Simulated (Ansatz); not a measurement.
**Amorphous Si₂₄O₃₆N₈**

Preparation: random packing, a CHGNet melt and quench, and a DFT relaxation. O and N atoms were pushed apart under 1.9 Å during the dynamics, to hinder bonds among them. The hot cell started wider than the set density and was brought back towards it in steps. It is the lowest in DFT energy of 2 quenches. It is a model cell: composition and starting density were chosen by hand, and all elements were melted together. No dispersion term was used.

Methods: PBE, scalar-relativistic without spin-orbit coupling (Ansatz, a program for electronic structure); r2SCAN, scalar-relativistic without spin-orbit coupling (Ansatz); PBE0, scalar-relativistic without spin-orbit coupling (Ansatz). Geometry, pressure, stress and energy are those of the PBE run. Its sampling: a 2×2×2 Γ-centred mesh; Fermi-Dirac width 0.02 eV; no spin polarisation. Other functionals are single points at the zone centre (r2SCAN at 500 eV; exact exchange cut at the cell's faces), free to take moments where seeds were set. At PBE the levels at the filled edge of the gap are localised (band-tail or defect states), and the nearest spread-out levels lie 5.2 eV apart at the zone centre.

```json
{
  "number_of_atoms_in_the_cell": "68",
  "Density (volume relaxed, without dispersion)": "2.63 g/cm^3",
  "volume_per_atom": "85.5 bohr^3",
  "Pressure on a 2×2×2 Γ-centred mesh": "0.05 GPa",
  "Largest force and stress component on that mesh (the relaxation ran on the zone centre alone)": "0.03 eV/Å and 3.1 GPa",
  "Level gap on a 2×2×2 Γ-centred mesh (PBE)": "4.01 eV",
  "Level gap at the zone centre (PBE)": "4.02 eV",
  "Level gap at the zone centre (r2SCAN)": "4.59 eV",
  "Level gap at the zone centre (PBE0)": "6.38 eV"
}
```

Neighbours within Si-Si 2.60 Å, Si-O 1.90 Å, Si-N 2.02 Å, O-O 1.58 Å, O-N 1.64 Å, N-N 1.70 Å count as bonded. Two cations that share two anions don't count as bonded, nor two that share one unless they lie closer than Si-Si 2.38 Å.

| Item | Value |
|---|---|
| Mean coordination of Si by anions | 4.00 (24 with 4) |
| Mean coordination of O | 2.00 (36 with 2) |
| Mean coordination of N | 3.00 (8 with 3) |
| Mean Si-O bond | 1.642 Å (spread 0.020 Å, 72 counted) |
| Mean Si-N bond | 1.752 Å (spread 0.027 Å, 24 counted) |

Its density started from a set value of 2.77 g/cm³. The quench (nominally 150 K/ps over its main leg) was far faster than any real one, so the model tends to hold more defects than a real film. Values belong to this one cell and scatter from quench to quench. The volume was free in the relaxation, at fixed shape. Stress components on the final sampling reach 3.1 GPa.
